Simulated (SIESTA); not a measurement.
## Worked example: self-consistent single point of La5Ge3 (P6_3/mcm, 16 atoms in the cell) in SIESTA

Method of the run: SIESTA with GGA PBEsol, numerical atomic orbitals DZP, PseudoDojo PBEsol standard norm-conserving potentials (rewritten from UPF to PSML).

The input file:

```
# files in the folder: La.psml Ge.psml (PseudoDojo PBEsol standard)
SystemName  La5Ge3
SystemLabel La5Ge3

NumberOfAtoms                16
NumberOfSpecies              2
%block ChemicalSpeciesLabel
  1 57 La
  2 32 Ge
%endblock ChemicalSpeciesLabel
LatticeConstant              1.0 Ang
%block LatticeVectors
     9.016280000    0.000000000    0.000000000
    -4.508140000    7.808328000    0.000000000
     0.000000000    0.000000000    6.963260000
%endblock LatticeVectors
AtomicCoordinatesFormat      Ang
%block AtomicCoordinatesAndAtomicSpecies
     4.508144508    2.602773397    0.000000000  1
    -0.000004508    5.205554603    0.000000000  1
    -0.000004508    5.205554603    3.481630000  1
     4.508144508    2.602773397    3.481630000  1
     3.383719721    5.860774830    5.222445000  1
     1.124420279    1.947553170    1.740815000  1
    -3.383719721    5.860774830    1.740815000  1
    -1.124420279    1.947553170    5.222445000  1
     2.248840558    0.000000000    5.222445000  1
     6.767439442    0.000000000    1.740815000  1
     1.766108926    3.058990577    5.222445000  2
     2.742031074    4.749337423    1.740815000  2
    -1.766108926    3.058990577    1.740815000  2
    -2.742031074    4.749337423    5.222445000  2
     5.484062147    0.000000000    5.222445000  2
     3.532217853    0.000000000    1.740815000  2
%endblock AtomicCoordinatesAndAtomicSpecies

XC.functional                GGA
XC.authors                   PBEsol
PAO.BasisSize                DZP
PAO.EnergyShift              0.01 Ry
MeshCutoff                   400 Ry
%block kgrid.MonkhorstPack
    3   0   0  0.0
    0   3   0  0.0
    0   0   4  0.0
%endblock kgrid.MonkhorstPack
OccupationFunction           FD
ElectronicTemperature        100.0 meV

MaxSCFIterations             150
SCF.Mixer.Method             Broyden
SCF.Mixer.Weight             0.1
SCF.Mixer.History            8
SCF.DM.Tolerance             1.0E-05
Diag.ParallelOverK           true
WriteForces                  true
```

Output (repeated stretches shortened):

```
reinit: Reading from file input.fdf

reinit: System Name: La5Ge3
reinit: System Label: La5Ge3

coor:   Atomic-coordinates input format  =     Cartesian coordinates
coor:                                          (in Angstroms)

siesta: Atomic coordinates (Bohr) and species
siesta:      8.51916   4.91853   0.00000  1        1
siesta:     -0.00001   9.83707   0.00000  1        2
siesta:     -0.00001   9.83707   6.57933  1        3
siesta:      8.51916   4.91853   6.57933  1        4
siesta:      6.39430  11.07526   9.86899  1        5
siesta:      2.12485   3.68034   3.28966  1        6
siesta:     -6.39430  11.07526   3.28966  1        7
siesta:     -2.12485   3.68034   9.86899  1        8
siesta:      4.24969   0.00000   9.86899  1        9
siesta:     12.78861   0.00000   3.28966  1       10
siesta:      3.33746   5.78065   9.86899  2       11
siesta:      5.18169   8.97495   3.28966  2       12
siesta:     -3.33746   5.78065   3.28966  2       13
siesta:     -5.18169   8.97495   9.86899  2       14
siesta:     10.36338   0.00000   9.86899  2       15
siesta:      6.67492   0.00000   3.28966  2       16

siesta: System type = bulk

initatomlists: Number of atoms, orbitals, and projectors:     16   298   428

siesta: ******************** Simulation parameters ****************************
redata: Spin configuration                          = none
redata: Time-Reversal Symmetry                      = T
redata: Number of Atomic Species                    =        2
redata: Mesh Cutoff                                 =   400.0000 Ry
redata: Net charge of the system                    =     0.0000 |e|
redata: Min. number of SCF Iter                     =        0
redata: Max. number of SCF Iter                     =      150
redata: SCF convergence failure will abort job
redata: SCF mix quantity                            = Hamiltonian
redata: Mix DM or H after convergence               =   F
   [... lines left out ...]
diag: Parallel distribution                         =     1 x     1
diag: Used triangular part                          = Lower
diag: Absolute tolerance                            =  0.100E-15
diag: Orthogonalization factor                      =  0.100E-05
diag: Memory factor                                 =  1.0000

superc: Internal auxiliary supercell:     3 x     3 x     3  =      27
superc: Number of atoms, orbitals, and projectors:    432   8046  11556

                        Single-point calculation

superc: Internal auxiliary supercell:     3 x     3 x     3  =      27
superc: Number of atoms, orbitals, and projectors:    432   8046  11556

outcell: Unit cell vectors (Ang):
        9.016280    0.000000    0.000000
       -4.508140    7.808328    0.000000
        0.000000    0.000000    6.963260

outcell: Cell vector modules (Ang)   :    9.016280    9.016280    6.963260
outcell: Cell angles (23,13,12) (deg):     90.0000     90.0000    120.0000
outcell: Cell volume (Ang**3)        :    490.2279
new_DM -- step:     1
Initializing Density Matrix...

Attempting to read DM from file... Failed...
DM filled with atomic data:

InitMesh: MESH = 96 x 96 x 90 = 829440
InitMesh: Mesh cutoff (required, used) =   400.000   417.761 Ry

stepf: Fermi-Dirac step function
        iscf     Eharris(eV)        E_KS(eV)     FreeEng(eV)     dDmax    Ef(eV) dHmax(eV)
   scf:    1   -24076.907139   -24111.248941   -24111.786217  1.571572 -4.651643  3.311975
   scf:    2   -24114.669023   -24113.408598   -24113.927572  0.048653 -4.703603  2.021948
   scf:    3   -24114.709161   -24114.106243   -24114.636292  0.039468 -4.745077  1.602579
   scf:    4   -24115.126468   -24114.746653   -24115.311691  0.072364 -4.828564  1.115556
   scf:    5   -24114.956086   -24114.879910   -24115.446057  0.051681 -4.874399  0.111154
   scf:    6   -24114.893020   -24114.887681   -24115.454278  0.003440 -4.877237  0.046969
   scf:    7   -24114.894369   -24114.892436   -24115.458132  0.002418 -4.877337  0.017352
   scf:    8   -24114.890684   -24114.891656   -24115.458223  0.001285 -4.878349  0.031073
   scf:    9   -24114.891826   -24114.891803   -24115.458375  0.001588 -4.876260  0.005311
   scf:   10   -24114.891529   -24114.891669   -24115.458386  0.000174 -4.876291  0.001511
   scf:   11   -24114.891628   -24114.891648   -24115.458387  0.000053 -4.876317  0.000770
   scf:   12   -24114.891652   -24114.891650   -24115.458387  0.000026 -4.876299  0.000517
   scf:   13   -24114.891652   -24114.891651   -24115.458388  0.000024 -4.876278  0.000348
   scf:   14   -24114.891651   -24114.891651   -24115.458388  0.000017 -4.876266  0.000265
   scf:   15   -24114.891651   -24114.891651   -24115.458388  0.000012 -4.876259  0.000197
   scf:   16   -24114.891650   -24114.891650   -24115.458388  0.000008 -4.876254  0.000153
SCF Convergence by DM+H criterion
max |DM_out - DM_in|         :     0.0000077373
max |H_out - H_in|      (eV) :     0.0001525504
SCF cycle converged after 16 iterations

Using DM_out to compute the final energy and forces

siesta: E_KS(eV) =           -24114.8917

siesta: E_KS - E_eggbox =    -24114.8917

siesta: Atomic forces (eV/Ang):
     1   -0.000039    0.000023    0.000000
     2    0.000039   -0.000023   -0.000000
     3    0.000039   -0.000023    0.000000
     4   -0.000039    0.000023   -0.000000
     5   -0.057074   -0.098856    0.000000
     6    0.057074    0.098856    0.000000
     7    0.057095   -0.098950   -0.000000
     8   -0.057095    0.098950   -0.000000
     9    0.114241    0.000030    0.000000
    10   -0.114241   -0.000030   -0.000000
    11    0.044897    0.077764    0.000000
    12   -0.044897   -0.077764   -0.000000
    13   -0.044918    0.077787   -0.000000
    14    0.044918   -0.077787    0.000000
    15   -0.089825    0.000006    0.000000
    16    0.089825   -0.000006   -0.000000
   Tot   -0.000000   -0.000000    0.000000
   Max    0.114241
   Res    0.051369    sqrt( Sum f_i^2 / 3N )
   Max    0.114241    constrained

Stress tensor Voigt[x,y,z,yz,xz,xy] (kbar):        9.61        9.75       25.14        0.00        0.00        0.13
(Free)E + p*V (eV/cell)   -24119.9971
Target enthalpy (eV/cell)   -24115.4584

siesta: Program's energy decomposition (eV):
siesta: Ebs     =     -4148.388891
siesta: Eions   =     28432.070332
siesta: Ena     =      3407.289483
siesta: Ekin    =     13123.148415
siesta: Enl     =     -6592.490225
siesta: Eso     =         0.000000
siesta: Edftu   =         0.000000
siesta: DEna    =       160.519389
siesta: DUscf   =         3.707444
siesta: DUext   =         0.000000
siesta: Ex      =     -5372.381080
siesta: Ec      =      -412.614745
siesta: Exc     =     -5784.995825
siesta: Eharris =    -24114.891650
siesta: Etot    =    -24114.891650
siesta: FreeEng =    -24115.458388

siesta: Atomic forces (eV/Ang):
siesta:      1   -0.000039    0.000023    0.000000
siesta:      2    0.000039   -0.000023   -0.000000
siesta:      3    0.000039   -0.000023    0.000000
siesta:      4   -0.000039    0.000023   -0.000000
siesta:      5   -0.057074   -0.098856    0.000000
siesta:      6    0.057074    0.098856    0.000000
siesta:      7    0.057095   -0.098950   -0.000000
siesta:      8   -0.057095    0.098950   -0.000000
siesta:      9    0.114241    0.000030    0.000000
siesta:     10   -0.114241   -0.000030   -0.000000
siesta:     11    0.044897    0.077764    0.000000
siesta:     12   -0.044897   -0.077764   -0.000000
siesta:     13   -0.044918    0.077787   -0.000000
siesta:     14    0.044918   -0.077787    0.000000
siesta:     15   -0.089825    0.000006    0.000000
siesta:     16    0.089825   -0.000006   -0.000000
siesta: ----------------------------------------
siesta:    Tot   -0.000000   -0.000000    0.000000

siesta: Stress tensor (static) (eV/Ang**3):
siesta:     0.005995    0.000079    0.000000
siesta:     0.000079    0.006087    0.000000
siesta:     0.000000    0.000000    0.015693

siesta: Cell volume =        490.227929 Ang**3

siesta: Pressure (static):
siesta:                Solid            Molecule  Units
siesta:          -0.00010084         -0.00008547  Ry/Bohr**3
siesta:          -0.00925841         -0.00784777  eV/Ang**3
siesta:         -14.83360203        -12.57352169  kBar
```

The run converged in 16 iterations.

The starting cell comes from a database of computed structures (which also holds hypothetical and non-ambient phases and stackings), without a prior relaxation at this level. Values carry the incompleteness of an atom-centred basis.

Cost on one core of a shared machine: roughly 5 min.
